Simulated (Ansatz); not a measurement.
Take Mg3PbO in the anti-perovskite structure (space group Pm-3m, No. 221; a = 4.385 Å; a hypothetical phase, not in the database extracts checked) as the base.

Levels (all Ansatz, a first-principles code, PAW): PBEsol (420 eV, scalar-relativistic without spin-orbit coupling); PBEsol+SOC (420 eV, spin-orbit coupling included).

The geometry is relaxed with PBEsol.

```
Quantity           Value
---------------  -------
PBEsol pressure  0.0 GPa
```

With PBEsol+SOC at the same geometry, the pressure goes from zero to -0.3 GPa.

Single points use the geometry relaxed with PBEsol. The spin-orbit shifts are approximate. No phonon test of stability was made. The runs without spin-orbit coupling are not spin-polarised.
